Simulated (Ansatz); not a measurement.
The starting structures come from a database of crystals and need not be the phases stable at ambient conditions.

Tunnelling through a barrier is set by its complex band structure: the current falls as exp(−2κd) with the smallest κ.

Data:

```yaml
crystal:
  lattice:
    - [6.95780, 0.00000, 0.00000]
    - [0.00000, 8.54472, 0.00000]
    - [-3.30382, 0.00000, 3.47449]
  atoms:
    - { symbol: Zn, position: [0.64486, 0.12364, 0.71824] }
    - { symbol: Zn, position: [0.35514, 0.62364, 0.78176] }
    - { symbol: Zn, position: [0.85514, 0.87636, 0.42852] }
    - { symbol: Zn, position: [0.14486, 0.37636, 0.07148] }
    - { symbol: H, position: [0.17419, 0.15488, 0.42838] }
    - { symbol: H, position: [0.82581, 0.65488, 0.07162] }
    - { symbol: H, position: [0.32581, 0.84512, 0.08000] }
    - { symbol: H, position: [0.67419, 0.34512, 0.42000] }
    - { symbol: H, position: [0.63818, 0.84199, 0.67587] }
    - { symbol: H, position: [0.36182, 0.34199, 0.82413] }
    - { symbol: H, position: [0.86182, 0.15801, 0.39951] }
    - { symbol: H, position: [0.13818, 0.65801, 0.10049] }
    - { symbol: O, position: [0.31455, 0.22471, 0.49492] }
    - { symbol: O, position: [0.68545, 0.72471, 0.00508] }
    - { symbol: O, position: [0.18545, 0.77529, 0.86582] }
    - { symbol: O, position: [0.81455, 0.27529, 0.63418] }
    - { symbol: O, position: [0.61409, 0.92027, 0.50083] }
    - { symbol: O, position: [0.38591, 0.42027, 0.99917] }
    - { symbol: O, position: [0.88591, 0.07973, 0.27265] }
    - { symbol: O, position: [0.11409, 0.57973, 0.22735] }
```

Space group of this cell: P2_12_12_1. The cell is taken as given.

Transport runs along the normal of the first two printed cell vectors.

The gap is the functional's own, uncorrected, and κ follows it; spin-orbit coupling is left out. Mid-gap values are interpolated between the computed energies.

Estimate the band gap and the smallest decay constant κ at mid-gap that PBEsol (Ansatz, a first-principles code) returns for this system.

Gap 3.00 eV on a 10×4×10 mesh; κ = 0.307 1/Å, at the zone centre.
